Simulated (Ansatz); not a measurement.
Partial pair distribution functions of a relaxed model of amorphous Si30N44Ge3, broadened by 0.06 Å; density 3.23 g/cm³. Method: PBE, scalar-relativistic without spin-orbit coupling (plane waves to 420 eV, PAW; Ansatz, a program for electronic structure).

A CHGNet melt-quench gave the starting glass, which DFT then relaxed. N atoms were pushed apart under 1.9 Å during the dynamics, to hinder bonds among them. The hot cell started wider than the set density and was brought back towards it in steps. It is the lowest in DFT energy of 2 quenches. It is a model cell: composition and starting density were chosen by hand, and all elements were melted together. No dispersion term was used. Its density started from a set value of 3.15 and ended at 3.23 g/cm³. The simulated quench (nominally 380 K/ps over its main leg) is rapid and tends to freeze in more defects than a deposited or slowly cooled glass has. One small periodic cell is one sample of the glass; other quenches scatter about these values. Volume and shape were free in the relaxation. On a 2×2×2 Γ-centred mesh force components of up to 0.17 eV/Å stay, since the relaxation ran on the zone centre alone.

| r (Å) | g Si-N | g N-Ge | g Si-Si | g N-N |
|---|---|---|---|---|
| 1.35 | 0.00 | 0.00 | 0.00 | 0.01 |
| 1.45 | 0.00 | 0.00 | 0.00 | 0.17 |
| 1.55 | 0.22 | 0.00 | 0.00 | 0.13 |
| 1.65 | 4.29 | 0.05 | 0.00 | 0.01 |
| 1.75 | 10.57 | 1.46 | 0.00 | 0.00 |
| 1.85 | 4.12 | 5.18 | 0.00 | 0.00 |
| 1.95 | 0.68 | 5.35 | 0.00 | 0.00 |
| 2.05 | 0.21 | 0.94 | 0.00 | 0.00 |
| 2.15 | 0.03 | 0.03 | 0.00 | 0.00 |
| 2.25 | 0.07 | 0.33 | 0.04 | 0.00 |
| 2.35 | 0.09 | 0.56 | 0.38 | 0.08 |
| 2.45 | 0.03 | 0.06 | 0.37 | 0.47 |
| 2.55 | 0.05 | 0.00 | 0.44 | 0.80 |
| 2.65 | 0.09 | 0.00 | 0.72 | 1.79 |
| 2.75 | 0.12 | 0.11 | 0.93 | 3.48 |
| 2.85 | 0.21 | 0.43 | 2.64 | 3.88 |
| 2.95 | 0.39 | 0.17 | 4.36 | 2.87 |
| 3.05 | 0.54 | 0.77 | 3.25 | 2.01 |
| 3.15 | 0.89 | 1.09 | 2.15 | 1.38 |
| 3.25 | 1.44 | 0.57 | 1.36 | 0.73 |
| 3.35 | 1.39 | 0.76 | 0.53 | 0.45 |
| 3.45 | 1.12 | 1.80 | 0.47 | 0.58 |
| 3.55 | 1.13 | 1.61 | 0.57 | 0.47 |
| 3.65 | 1.07 | 2.14 | 0.29 | 0.57 |
| 3.75 | 1.10 | 1.55 | 0.25 | 0.43 |
| 3.85 | 1.12 | 0.59 | 0.49 | 0.48 |
| 3.95 | 1.13 | 0.60 | 0.60 | 0.48 |
| 4.05 | 1.47 | 0.91 | 0.42 | 0.48 |
| 4.15 | 1.56 | 1.49 | 0.77 | 0.65 |
| 4.25 | 1.49 | 1.21 | 0.92 | 0.79 |
| 4.35 | 1.51 | 1.45 | 0.98 | 0.65 |
| 4.45 | 1.45 | 1.78 | 1.15 | 0.61 |
| 4.55 | 1.18 | 1.36 | 1.19 | 0.92 |
| 4.65 | 0.79 | 0.65 | 1.02 | 1.31 |

Within 2.14 Å each Si has 4.00 N neighbours on average.
